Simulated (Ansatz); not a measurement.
## Fluorite NiSi₂

Method: PBE (plane waves, PAW; Ansatz, a quantum-chemistry and plane-wave program).

Numerical settings: plane-wave cutoff 520 eV, 20×20×20 k mesh, Fermi–Dirac smearing 0.072 eV (set by the program), no spin polarisation, scalar-relativistic PAW data made under PBE.

Cell (relaxed at this level):

NiSi₂ is modelled in the cubic space group Fm-3m (No. 225), Pearson symbol cF12. Lattice parameters: a = 5.4453 Å, b = 5.4453 Å, c = 5.4453 Å, α = 90.00°, β = 90.00°, γ = 90.00°. Si on 8c is coordinated by 4 Ni at 2.358 Å and 6 Si at 2.723 Å. Ni on 4a is surrounded by 8 Si at 2.358 Å (cubic). (Neighbours: up to the widest gap in distance over summed covalent radii, below 1.35, at either atom; cation-cation and far metal-metal contacts left out.)
(The calculation used a cell of 3 atoms; values per cell refer to that cell.)

For fluorite NiSi₂, the elastic constant C11 is 177 GPa and the elastic constant C12 comes out as 128 GPa. The elastic constant C44 comes out as 72.3 GPa and the voigt–Reuss–Hill bulk modulus is 144 GPa. The polycrystal shear modulus (Hill average) is 47.0 GPa, the Young modulus is 127 GPa and the Poisson ratio is 0.353.

Elastic constants are with the ions relaxed.

Static lattice: no zero-point or thermal effects.

It cost about 14 core-minutes (a rough figure) of CPU time.
